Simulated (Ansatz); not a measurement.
Start from Al₂Au (space group Fm-3m, No. 225; a = 6.061 Å; relaxed with 0.1 eV smearing). Axes: x, y, z lie along the cube axes.

The values are results of plane-wave PAW DFT at the PBE level (Ansatz, a quantum-chemistry and plane-wave program, 420 eV), no SOC, not measurements.

Modification: an isotropic linear strain of +2.00 %, atoms relaxed at fixed cell.

### Question
Predict the stress tensor and what it implies for the stiffness.

### Answer
Stress of the strained cell less that of the base (GPa, compression positive):
```
   -5.4     0.0     0.0
    0.0    -5.4     0.0
    0.0     0.0    -5.4
```

Then B = −ΔP/(ΔV/V₀) with ΔV/V₀ = 0.0612 gives secant stiffness values (nonlinear terms included at this strain): B ≈ 88 GPa.

As a check, the harmonic strain energy −½ V₀ Δσ:ε is 19 meV/atom; the computed energy rise is 20 meV/atom.

Stability against distortions was not tested.
